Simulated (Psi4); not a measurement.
Psi4 1.11, PBE/def2-svp: Mo(O)2(Me)(OSiH3) ([CH3][Mo](=[O])(=[O])[O][SiH3]), 12 atoms. The geometry is a generated start, not checked to be a minimum at this level.

| Item | Result |
|---|---|
| task | energy |
| method | pbe |
| basis | def2-svp |
| memory | 3 GB |
| maxiter | 100 |
| keys of the molecule block | symmetry c1 |
| scf_type | df (default) |
| e_convergence | 1e-06 (default) |
| d_convergence | 1e-06 (default) |
| dft_radial_points | 75 (default) |
| dft_spherical_points | 302 (default) |
| effective core potentials | those of the basis set, past Kr |
| basis functions | 135 |
| grid points | 258358 |

```xyz
12

Mo     0.6479    -0.2933     1.0981
O      2.2302     0.0911     1.2512
O     -0.1199    -0.9316     2.3931
C     -0.1819     1.6923     1.1776
H     -0.7013     1.8944     2.1215
H     -0.9180     1.8095     0.3645
H      0.5798     2.4702     1.0536
O      0.1111    -0.8135    -0.4958
Si    -0.3265    -1.3835    -1.9613
H     -1.5892    -2.1150    -1.7903
H      0.7699    -2.2422    -2.4200
H     -0.5022    -0.1786    -2.7922
```

Charge 0 and multiplicity 1 are set for this test and not shown to be the ground state.

With the defaults (diis_max_vecs = 10, diis = true, scf_initial_accelerator = adiis, damping_percentage = 0, level_shift = 0, level_shift_cutoff = 0.01, soscf = false, soscf_start_convergence = 0.01, diis_start = 1, guess = auto, which took SAD) it converges in 12 SCF iterations. One run each on 2 threads, with these changes:
- guess = sapgau
- scf_initial_accelerator = none
- soscf = true, soscf_start_convergence = 0.1
- level_shift = 0.1, level_shift_cutoff = 0.001
- diis_max_vecs = 3
- diis_max_vecs = 20
- diis_start = 4
- guess = sadno
- diis = false, scf_initial_accelerator = none, damping_percentage = 60

Name the settings that don't reach the solution of the defaults.

No convergence: diis_max_vecs = 3; diis = false, scf_initial_accelerator = none, damping_percentage = 60 (the run ends without SCF convergence in 100 iterations). The rest reach the solution of the defaults.

| setting | SCF iterations | JK calls | end |
|---|---|---|---|
| the defaults | 12 | 13 | same solution |
| level_shift = 0.1, level_shift_cutoff = 0.001 | 12 | 13 | same solution |
| scf_initial_accelerator = none | 13 | 14 | same solution |
| diis_max_vecs = 20 | 13 | 14 | same solution |
| guess = sadno | 15 | 15 | same solution |
| guess = sapgau | 16 | 16 | same solution |
| diis_start = 4 | 21 | 22 | same solution |
| soscf = true, soscf_start_convergence = 0.1 | 25 | 116 | same solution |
| diis_max_vecs = 3 | 100 | 101 | no convergence |
| diis = false, scf_initial_accelerator = none, damping_percentage = 60 | 100 | 101 | no convergence |

An SOSCF iteration holds several JK calls; a Hückel guess adds calls on atoms. 1 further run of the study ended by our limits or in an error and is left out.
